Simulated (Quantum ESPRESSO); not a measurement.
Troubleshooting Quantum ESPRESSO: a failed run on InBi (P4/nmm, 4 atoms in the cell). The aim is a zone-centre phonon calculation with DFT, LDA (PW92), plane waves, PseudoDojo standard norm-conserving (LDA) pseudopotentials.

The self-consistent step had converged with these keywords: prefix = pwscf; ecutwfc = 70 Ry; occupations = smearing; smearing = marzari-vanderbilt; degauss = 0.019992 Ry; potentials = {In: In.upf, Bi: Bi.upf}; K_POINTS = automatic 5 5 4 0 0 0; conv_thr = 1e-10 Ry. The next shown step is ph.x.

The input file:

```fortran
phonons at the zone centre
&inputph
 prefix = 'pwscf'
 outdir = './tmp/'
 tr2_ph = 1.0d-14
 fildyn = 'dyn.G'
 epsil = .true.
/
0.0 0.0 0.0
```

Output, abridged:

```
     Reading xml data from directory:

     ./tmp/pwscf.save/

     G-vector sticks info
     --------------------
     sticks:   dense  smooth     PW     G-vecs:    dense   smooth      PW
     Sum        1789    1789    505                63633    63633    9413

     Reading collected, re-writing distributed wavefunctions in ./tmp/

 %%%%%%%%%%%%%%%%%%%%%%%%%%%%%%%%%%%%%%%%%%%%%%%%%%%%%%%%%%%%%%%%%%%%%%%%%%%%%%
     Error in routine phq_readin (1):
     no elec. field with metals
 %%%%%%%%%%%%%%%%%%%%%%%%%%%%%%%%%%%%%%%%%%%%%%%%%%%%%%%%%%%%%%%%%%%%%%%%%%%%%%

     stopping ...
```

Task: From the messages shown, name the fault and mend the input.

Result: The fault is the dielectric response asked with smeared occupations. The response to a homogeneous field is defined for insulators with fixed occupations. To fix it, drop the request, or use fixed occupations in an insulator. The program stopped in the step ph.x before computing anything there.

On the sound input: the starting cell comes from a database of computed structures (which also holds hypothetical and non-ambient phases and stackings), without a prior relaxation at this level. With a pressure of about -3 GPa the cell is away from its equilibrium volume at this level.
